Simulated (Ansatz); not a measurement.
SnBi2Te4 (R-3m, No. 166, 7 atoms in the cell; start mp-38605)

Computed with LDA (PAW; Ansatz, a first-principles code).

Numerical settings: plane-wave cutoff 520 eV, 10×10×10 k mesh, Fermi–Dirac smearing 0.01 eV, scalar-relativistic PAW data made under PBE.

Cell (relaxed at this level):

Space group R-3m, hexagonal axes (No. 166); a = b = 4.368 Å, c = 40.679 Å, α = β = 90.00°, γ = 120.00°

```tsv
atom	site	symmetry	x	y	z
Sn	3a	-3m	0.0000	0.0000	0.0000
Bi	6c	3m	0.0000	0.0000	0.4273
Te	6c	3m	0.0000	0.0000	0.1359
Te	6c	3m	0.0000	0.0000	0.2887
```
(The calculation used a cell of 7 atoms; values per cell refer to that cell.)

```yaml
band_gap: 0.21 eV
"Γ–Γ gap": 0.99 eV
```

Spin–orbit coupling is not included; it can close the smallest gap of 0.21 eV.

Computing time: roughly 70 core-seconds.

A start named mp-… is a Materials Project structure, which need not be a measured phase.
